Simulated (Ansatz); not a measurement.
Start from CdTe in the wurtzite structure (space group P6_3mc, No. 186; a = 4.583 Å, c = 7.516 Å; a cell from a computed database, its experimental status unchecked).

Level of theory: PBEsol, PAW, 420 eV (Ansatz, a program for electronic structure; scalar-relativistic without spin-orbit coupling).

Carriers are added at fixed cell with a uniform background; the Fermi–Dirac width is that of 300 K.

One change was made to it. Results:

| quantity | base | after |
|---|---|---|
| gap between the host's bands | 0.69 eV | 0.74 eV |
| Fermi level relative to the doped band's edge (positive inside the band; to 0.05 eV) | – | +0.30 eV |
| gap character | direct at Γ | direct at Γ |

What was done to the base?
A. holes 1.5×10^21 cm⁻³
B. electrons 2.0×10^21 cm⁻³
C. holes 7.0×10^21 cm⁻³
D. electrons 1.5×10^21 cm⁻³

A, holes 1.5×10^21 cm⁻³. For comparison, the Fermi level from band edge in the other runs: holes 7.0×10^21 cm⁻³ gives +0.65 eV; electrons 1.5×10^21 cm⁻³ gives +1.40 eV; electrons 2.0×10^21 cm⁻³ gives +1.45 eV.

Carriers are added with a uniform compensating background; total energy and stress of such cells depend on the potential's zero and are not compared; many-body gap narrowing is missing at this level. With Te present, leaving out spin-orbit coupling can change the band edges. Stability against distortions was not tested. This is not the structure that CdTe has at room temperature and ambient pressure.
